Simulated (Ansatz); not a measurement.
The cell is built on a prototype and need not be the phase stable at ambient conditions.

Inside the gap of an insulator the Bloch states are evanescent, with a wavenumber k + iκ along the transport direction.

```yaml
crystal:
  lattice:
    - [3.09375, 0.00000, 0.00000]
    - [-1.54688, 2.67927, 0.00000]
    - [0.00000, 0.00000, 4.41146]
  atoms:
    - { symbol: Mg, position: [0.00000, 0.00000, 0.00000] }
    - { symbol: F, position: [0.33333, 0.66667, 0.21336] }
    - { symbol: F, position: [0.66667, 0.33333, 0.78664] }
```

Space group of this cell: P-3m1, CdI2 type. The cell was relaxed by PBE-D3(BJ); by r2SCAN its mean pressure is -2.4 GPa.

Transport runs along the normal of the first two printed cell vectors.

No gap correction and no spin-orbit coupling; mid-gap values are interpolated between computed energies.

State the band gap and the smallest decay constant κ at mid-gap according to r2SCAN (Ansatz, a first-principles code).

Gap 7.68 eV on a 12×12×8 mesh; κ = 0.587 1/Å, at the zone centre.
